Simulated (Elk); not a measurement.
```
MgNi3C
1.0
    3.70186     0.00000     0.00000
    0.00000     3.70186     0.00000
    0.00000     0.00000     3.70186
Mg Ni C
1 3 1
Cartesian
  0.00000   0.00000   0.00000
  0.00000   1.85093   1.85093
  1.85093   0.00000   1.85093
  1.85093   1.85093   0.00000
  1.85093   1.85093   1.85093
```
Moments meant for the start (each program seeds them in its own way; μB, in the order of the atoms Mg Ni Ni Ni C): 0.0 2.0 2.0 2.0 0.0.

Method: PBEsol, all-electron FP-LAPW, Elk's shipped species files, APW+lo basis with extra local orbitals (Elk 10.2.4).

The set-up and first iterations of an Elk log for MgNi3C (Pm-3m, 5 atoms in the cell):

```
│ Elk code version 10.2.4 │

All units are atomic (Hartree, Bohr, etc.)

│ Ground-state run starting from atomic densities │

Lattice vectors :
   6.995509111       0.000000000       0.000000000
   0.000000000       6.995509111       0.000000000
   0.000000000       0.000000000       6.995509111

Unit cell volume      :    342.3402628
Brillouin zone volume :   0.7245721302

Muffin-tin inner radius fraction :   0.1000000000E-01

Nuclei treated as point charges

Species :    1 (Mg)
 parameters loaded from : Mg.in
 name : magnesium
 nuclear charge    :   -12.00000000
 electronic charge :    12.00000000
 atomic mass :    44305.30462
 muffin-tin radius :    2.200000000
 number of radial points in muffin-tin :    397
 atomic positions (lattice), magnetic fields (Cartesian) :
   1 :   0.00000000  0.00000000  0.00000000    0.00000000  0.00000000  0.00000000

Species :    2 (Ni)
 parameters loaded from : Ni.in
 name : nickel
   [... lines left out ...]
 using average radius
Maximum |G+k| for APW functions       :    3.911120373
Maximum (1/2)|G+k|²                   :    7.648431287
Maximum |G| for potential and density :    16.00000000
 potential will be trimmed for |G| > 2 gkmax
Constant for pseudocharge density :    9
Radial integration step length :    4

G-vector grid sizes :     36    36    36
Number of G-vectors :    23703

Maximum angular momentum used for
 APW functions                      :    8
 outer part of muffin-tin           :    6
 inner part of muffin-tin           :    3

Total nuclear charge    :   -102.0000000
Total core charge       :    40.00000000
Total valence charge    :    62.00000000
Total excess charge     :    0.000000000
Total electronic charge :    102.0000000

Effective Wigner radius, rₛ :   0.9288018381

Number of empty states         :   40
Total number of valence states :  142
Total number of core states    :   40

Conduction state local-orbitals added automatically
Total number of local-orbitals :  381

Exchange-correlation functional :     22     0     0
 PBEsol, Phys. Rev. Lett. 100, 136406 (2008)
 gradient requirement :    1
 generalised gradient approximation (GGA)

Smearing type :    0
 Gaussian
Smearing width :   0.7349860000E-02
Effective electronic temperature (K) :    2320.902224

Mixing type :    3
 Broyden mixing, J. Phys. A: Math. Gen. 17, L317 (1984)

Kohn-Sham potential initialised from atomic data
│ Self-consistent loop started │
│ Loop number : 1 │
 total energy                :     -4806.85776543
 total moment                :    2.402035794
│ Loop number : 2 │
 total energy                :     -4806.86215672
 total moment                :    2.398534417
RMS change in Kohn-Sham potential (target) :    3.458570499     (  0.1000000000E-05)
Absolute change in total energy (target)   :   0.4391286529E-02 (  0.1000000000E-03)
│ Loop number : 3 │
 total energy                :     -4804.18093646
 total moment                :    2.234918202
RMS change in Kohn-Sham potential (target) :    2.999140428     (  0.1000000000E-05)
Absolute change in total energy (target)   :    2.680122439     (  0.1000000000E-03)
│ Loop number : 4 │
 total energy                :     -4802.21108440
 total moment                :  -0.7830481313
RMS change in Kohn-Sham potential (target) :    1.101916405     (  0.1000000000E-05)
Absolute change in total energy (target)   :    2.639882664     (  0.1000000000E-03)
│ Loop number : 5 │
 total energy                :     -4789.65011259
 total moment                :   -1.735227084
RMS change in Kohn-Sham potential (target) :   0.3133732216     (  0.1000000000E-05)
Absolute change in total energy (target)   :    13.22094248     (  0.1000000000E-03)
│ Loop number : 6 │
 total energy                :     -4804.35781508
 total moment                :   -1.569335170
RMS change in Kohn-Sham potential (target) :   0.1118352379     (  0.1000000000E-05)
   [... lines left out ...]
```

**Question.** How does the run end?

**Answer.** The run converged in 27 iterations. Its thresholds were met; that alone does not show that basis and mesh suffice. It ends on: total energy -130523.9695 eV; Fermi level (on the code's own zero) 9.39 eV; size of the cell's spin moment 0.00 μB. The log goes on:

```
 total moment                :  -0.1063601311
RMS change in Kohn-Sham potential (target) :   0.1104232514E-02 (  0.1000000000E-05)
   [... lines left out ...]
Absolute change in total energy (target)   :   0.1444609106E-03 (  0.1000000000E-03)
│ Loop number : 25 │
 total energy                :     -4796.66742686
 total moment                :  -0.9497375698E-03
RMS change in Kohn-Sham potential (target) :   0.1669912353E-05 (  0.1000000000E-05)
Absolute change in total energy (target)   :   0.6445891995E-04 (  0.1000000000E-03)
│ Loop number : 26 │
 total energy                :     -4796.66740849
 total moment                :  -0.8411082781E-03
RMS change in Kohn-Sham potential (target) :   0.6845295210E-06 (  0.1000000000E-05)
Absolute change in total energy (target)   :   0.2255438631E-05 (  0.1000000000E-03)
Convergence targets achieved

│ Loop number : 27 │

Energies :
 Fermi                       :     0.345194206636
 xc effective B-field        :    -0.380933337352E-08
 external B-field            :      0.00000000000
 total energy                :     -4796.66740566
 (external B-field energy excluded from total)

Density of states at Fermi energy :    112.9278726
 (states/Hartree/unit cell)

Estimated indirect band gap :   0.2927353895E-02
 from k-point     12 to k-point      8
Estimated direct band gap   :   0.6500641919E-02
 at k-point      8

Charges :
 core                        :    40.00000000
 valence                     :    62.00000000
 interstitial                :    7.659778652
 muffin-tins (core leakage)
  species :    1 (Mg)
   atom    1                 :    10.64756127     (  0.1332267630E-14)
  species :    2 (Ni)
   atom    1                 :    26.42407212     (  0.2812421393E-02)
   [... lines left out ...]

Moments :
 interstitial                :   0.1188285789E-05
 muffin-tins
  species :    1 (Mg)
   atom    1                 :   0.4678057954E-05
  species :    2 (Ni)
   atom    1                 :  -0.2214005303E-03
   atom    2                 :  -0.2214005303E-03
   atom    3                 :  -0.2214005303E-03
  species :    3 (C)
   atom    1                 :  -0.3601624893E-04
 total in muffin-tins        :  -0.6955397820E-03
 total moment                :  -0.6943514962E-03

│ Self-consistent loop stopped │
```

The starting cell comes from a database of computed structures (which also holds hypothetical and non-ambient phases and stackings), without a prior relaxation at this level. Its lattice was rescaled by a random factor within 2.5 % of one. The starting moments vanished: the run ended non-magnetic, which need not be the lowest state. Values depend on the basis (sphere radii, cutoffs, local orbitals), which need not be converged. The log's line on a gap gives a spacing of levels on this mesh, which the program prints for metals too.

The run was DFT, PBEsol, all-electron FP-LAPW, Elk's shipped species files, APW+lo basis with extra local orbitals. Main settings of its input:

```
setting           value
--------  -------------
xctype               22
spinpol            true
rgkmax              7.5
stype                 0
swidth    0.00734986 Ha
ngridk            9 9 9
reducebf            0.5
gmaxvr        16 1/bohr
nxlo                  2
lorbcnd            true
lmaxi                 3
nempty       8 per atom
```
